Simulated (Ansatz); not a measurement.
**AsP (model structure, started from the NiAs type, P6₃/mmc, No. 194, 4 atoms in the cell): properties by level of theory**

```
level (code)           equilibrium lattice constant a (Å)  lattice parameter c (Å)  cohesive energy (eV/atom)
---------------------  ----------------------------------  -----------------------  -------------------------
LDA (Ansatz)                                        3.496                      ___                        ___
PBE (Ansatz)                                        3.582                      ___                       2.92
PBEsol (Ansatz)                                       ___                    6.520                        ___
PBE-D3(BJ) (Ansatz)                                   ___                    6.515                        ___
r²SCAN (Ansatz)                                     3.557                    6.540                        ___
r²SCAN+rVV10 (Ansatz)                               3.540                    6.534                       2.95
```

**Question.** What belongs in the gaps?

**Answer.** 
- LDA (Ansatz, an electronic-structure program), lattice parameter c (Å): 6.490
- LDA (Ansatz), cohesive energy (eV/atom): 3.97
- PBE (Ansatz), lattice parameter c (Å): 6.565
- PBEsol (Ansatz), equilibrium lattice constant a (Å): 3.514
- PBEsol (Ansatz), cohesive energy (eV/atom): 3.42
- PBE-D3(BJ) (Ansatz), equilibrium lattice constant a (Å): 3.505
- PBE-D3(BJ) (Ansatz), cohesive energy (eV/atom): 3.37
- r²SCAN (Ansatz), cohesive energy (eV/atom): 2.74

Ansatz's density-functional and Hartree–Fock values are scalar-relativistic unless marked +SOC, with PAW data made under PBE.

Free atoms are spin-polarised, in the lowest state found; at levels without +SOC their spin–orbit coupling is left out.

A model structure was made by putting elements into a prototype or built by hand; it is no filed structure, need not be a known phase, and can be a saddle point held by its symmetry.
